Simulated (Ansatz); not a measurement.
Base system: W in the bcc (W type) structure (space group Im-3m, No. 229; a = 3.135 Å; relaxed with 0.1 eV smearing). Axes: x, y, z lie along the cube axes.

All numbers come from LDA, PAW, 420 eV (Ansatz, an electronic-structure program; without spin-orbit coupling).

Strains are applied to the cell and any free atomic positions relax.

One change was made to it. Results:

The pressure (mean of the normal stresses, compression positive) goes from zero to 5.3 GPa; the energy increases by 6.3 meV/atom.

Problem. Which change produced these results?
A. uniaxial strain ε_zz = −1.50 %
B. uniaxial strain ε_zz = −0.50 %
C. uniaxial strain ε_zz = +3.00 %

Solution. A, uniaxial strain ε_zz = −1.50 %. For comparison, the energy relative to the base in the other runs: uniaxial strain ε_zz = +3.00 % gives +23 meV/atom; uniaxial strain ε_zz = −0.50 % gives +0.7 meV/atom.

No phonon test of stability was made. The final runs are not spin-polarised.
